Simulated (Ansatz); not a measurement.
```yaml
crystal:
  lattice:
    - [0.00000, 2.16276, 2.16276]
    - [2.16276, 0.00000, 2.16276]
    - [2.16276, 2.16276, 0.00000]
  atoms:
    - { symbol: Si, position: [0.00000, 0.00000, 0.00000] }
    - { symbol: C, position: [0.25000, 0.25000, 0.25000] }
```

Calculation: r2SCAN with spin-orbit coupling, rigid bands (plane waves, PAW; Ansatz, a first-principles code). Condition of this run: hydrostatic pressure of 5 GPa (compression positive) (the target of the relaxation). Geometry: cell and atoms relaxed with PBEsol, then loaded as said.

Problem. Predict the electron conductivity mass (n e² τ/σ) at 300 K, by direction if it differs.

Solution. 0.29 mₑ.

Problem. Predict the hole conductivity mass (n e² τ/σ) at 300 K, by direction if it differs.

Solution. 0.68 mₑ.

Problem. And the band gap?

Solution. 1.70 eV at this level; semilocal functionals usually fall short of the measured gap.

Rigid bands, one relaxation time for all states, no polarons. Geometry: cell and atoms relaxed with PBEsol.
